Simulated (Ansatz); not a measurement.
Worked example: relaxation of cell and atoms of Sb (Pm-3m, 1 atom in the cell) in Ansatz (a first-principles code).

Method of the run: PBEsol, PAW files made with PBE (plane waves; Ansatz).

The change in words: atoms on their sites; basis.ecutwfc: 420 eV → 250 eV; relax: default → cell and atoms. Reference geometry:
```xyz
1
Lattice="3.0741 0.0000 0.0000 0.0000 3.0741 0.0000 0.0000 0.0000 3.0741" Properties=species:S:1:pos:R:3 pbc="T T T"
Sb     0.0000     0.0000     0.0000
```

Reference input (self-consistent single point, DFT, PBEsol, plane waves, PAW files made with PBE): basis.ecutwfc = 420 eV; kpoints.mp_grid.grid = 11 11 11; hamiltonian.xc = pbesol; hamiltonian.pseudopotentials = {kind: paw} (the program's default PAW files); scf.occupations.method = gaussian; scf.occupations.width = 0.1 eV. This run's input differs from it in these lines:

Ansatz 0.2 input:
```diff
@@ -9,3 +9,3 @@
 basis:
-  ecutwfc: 420.0 eV
+  ecutwfc: 250.0 eV
 kpoints:
@@ -22,2 +22,4 @@
     width: 0.1 eV
+relax:
+  cell: {}
 output:
```

Output (repeated stretches shortened):

```
   [... SCF lines of the steps left out ...]
relax step   1: F+E_penalty+E_count = -6407.71025679 eV  Δ(F+E_penalty+E_count) = +0.000e0 eV  max|allowed force component| = 0.000e0 eV/Å  Δτ_max = 0.0000 Å  P = +0.204 GPa  Ω = 29.050 Å³  (6 SCF iters, dr2 threshold 1.00e-7 eV, accepted)
relax step   2: F+E_penalty+E_count = -6407.69254943 eV  Δ(F+E_penalty+E_count) = +1.771e-2 eV  max|allowed force component| = 0.000e0 eV/Å  Δτ_max = 0.0000 Å  P = -0.736 GPa  Ω = 29.204 Å³  energy of the carried Pulay correction = -1.745e-2 eV  (4 [...]
   [... lines left out ...]
relax step   7: F+E_penalty+E_count = -6407.71178635 eV  Δ(F+E_penalty+E_count) = +1.151e-3 eV  max|allowed force component| = 0.000e0 eV/Å  Δτ_max = 0.0000 Å  P = +0.023 GPa  Ω = 29.112 Å³  energy of the carried Pulay correction = -1.154e-3 eV  (2 [...]
relax step   8: F+E_penalty+E_count = -6407.71178635 eV  Δ(F+E_penalty+E_count) = -4.748e-10 eV  max|allowed force component| = 0.000e0 eV/Å  Δτ_max = 0.0000 Å  P = +0.041 GPa  Ω = 29.112 Å³  stress off target by 4.07e-2 GPa  SCF on the basis [...]
basis re-selected at this cell: Δ(F+E_penalty+E_count) = -4.748e-10 eV, ΔP = +0.017 GPa vs the last step
Stability not checked: this state was not tested for a lower state beside it, because too few of the mixer's solves of this state at the end of the SCF gave a …
Free energy (F): -6407.711786 eV
Internal energy: -6407.708489 eV  (E = F + TS)
E sigma→0 (E₀):  -6407.710138 eV
Entropy (-TS):   -0.003298 eV (-3.298 meV/atom)
Fermi energy:    10.361117 eV
--- Forces (eV/Å), atoms counted from 1 ---
  atom   1  Sb     0.00000000     0.00000000    -0.00000000
   [... lines left out ...]
to start a new deck from the relaxed geometry:
  cell:  # Å, volume = 29.1119 Å³
    - [3.0762640251737357, 3.109574389375224e-35, 1.2739224111311402e-34]
    - [3.109574389375224e-35, 3.0762640251737357, 0.0]
    - [1.2739224111311402e-34, 0.0, 3.0762640251737357]
  atoms:
    - { symbol: Sb, position: [0.0, 0.0, 0.0] }
```

The run converged. 

Summary of the result:
- Free energy E − TS (on the zero of these files) = -6407.7118 eV
- Fermi level (on the code's own zero) = 10.36 eV
- Pressure = 0.04 GPa
- Final cell = a = 3.076 Å, b = 3.076 Å, c = 3.076 Å, α = 90.00°, β = 90.00°, γ = 90.00°
- Final volume per atom = 29.11 Å³
- Relaxation steps = 8

The starting cell comes from a database of computed structures (which also holds hypothetical and non-ambient phases and stackings), without a prior relaxation at this level. Its lattice was rescaled by up to half a per cent. The relaxation keeps the symmetry of its start, so its end need not be a minimum. Ansatz's pressure includes its estimate of the finite-basis (Pulay) stress. Without the estimate this run gives -18.09 GPa. The cutoff lies below the one recommended for these files.
